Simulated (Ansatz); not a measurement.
```
GeS
1.0
   10.66092     0.00000     0.00000
    0.00000     3.68123     0.00000
    0.00000     0.00000     4.45417
Ge S
4 4
Direct
  0.62450   0.75000   0.63955
  0.87550   0.25000   0.13955
  0.37550   0.25000   0.36045
  0.12450   0.75000   0.86045
  0.34841   0.75000   0.99851
  0.15159   0.25000   0.49851
  0.65159   0.25000   0.00149
  0.84841   0.75000   0.50149
```

No spin polarisation.

All numbers come from PBE-D3(BJ), PAW, 420 eV (Ansatz, a first-principles code; without spin-orbit coupling). Γ-centred 3×9×8 mesh, Fermi–Dirac width 0.05 eV.

Q: Predict the stress, gap character and band gap.

A: 
* **Stress (xx, yy, zz, yz, xz, xy; compression positive)**: (-0.79, -1.34, -1.37, 0.00, 0.00, 0.00) GPa
* **Gap character**: indirect, Γ → Y–Γ (29 % along)
* **Band gap**: 1.30 eV

The cells carry an imposed strain or load. Stability against distortions was not tested. The cell was made from GeS in the GeS type structure (space group Pnma, No. 62; layered, stacked along the Cartesian x axis) by this change: uniaxial strain ε_zz = +2.26 %. The D3 term's C6 switches between coordination references near this geometry, which can add small steps to energies.
